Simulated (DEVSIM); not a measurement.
Device: Schottky contact on n-type Si, at 300 K.

Layer 1 from the left is Si, thickness (μm) 0.630, Nd (cm⁻³) 2.6e15, τn (s) 3.6e-6, τp (s) 3.6e-6. Layer 2 from the left is Si, thickness (μm) 11.0, Nd (cm⁻³) 2.4e18, τn (s) 3.6e-6, τp (s) 3.6e-6.

Left contact: Schottky, work function 4.89 eV, emission velocity 6.9e6 cm/s. Right contact: ohmic. Voltage is applied to the left contact. Recombination: SRH at mid-gap, radiative, Auger. Mobility is constant in doping.

This is a model device: material constants are rounded textbook-type values typed into the input, and sizes, dopings and lifetimes were drawn at random. Values at 300 K.

Si: gap (eV) 1.124, affinity (eV) 4.05, permittivity 11.7, Nc (cm⁻³) 2.86e19, Nv (cm⁻³) 3.1e19, μn (cm²/Vs) 1417, μp (cm²/Vs) 470, B (cm³/s) 4.7e-15, Cn (cm⁶/s) 2.8e-31, Cp (cm⁶/s) 9.9e-32.

Model (solved in DEVSIM): 1D drift-diffusion, Boltzmann statistics, complete ionisation; no tunnelling, impact ionisation, image-force lowering or self-heating. Metal contacts follow the ideal Schottky-Mott rule: no Fermi-level pinning, no interface dipoles.

Dark forward current:

| |V| (V) | |J| (A/cm²) |
|---|---|
| 0.05 | 1.171e-6 |
| 0.10 | 9.157e-6 |
| 0.15 | 6.365e-5 |
| 0.20 | 0.0004348 |
| 0.25 | 0.002954 |
| 0.30 | 0.01996 |
| 0.35 | 0.1339 |
| 0.40 | 0.8842 |
| 0.45 | 5.637 |
| 0.50 | 32.43 |
| 0.55 | 142.8 |
| 0.60 | 423.1 |
| 0.65 | 955.8 |
| 0.70 | 2012 |

Task: Work out the local ideality factor n = ΔV / (kT/q · ln(J2/J1)) between the rows 0.15 and 0.20 V, 0.65 and 0.70 V.

Result: kT/q = 25.85 mV. From 0.15 to 0.20 V: ln(0.0004348/6.365e-5) = 1.921, n = 1.01, near the 1 of diffusion or emission over a barrier. From 0.65 to 0.70 V: ln(2012/955.8) = 0.744, n = 2.60.

Task: Estimate the current at 0.30 V for emission alone, J0 = q v N_band exp(−φB/kT), and read the barrier back from the simulated current.

Result: φB = 0.840 eV, N_band = 2.86e19 cm⁻³, J0 = 2.44e-7 A/cm²; J = J0 (exp(qV/kT) − 1) = 0.0268 A/cm². The simulation gives 0.0200 A/cm²; the estimate lies 34 % above. Read backwards, the simulated current gives an apparent barrier of 0.848 eV. The estimate leaves out transport through the depletion region and minority injection.
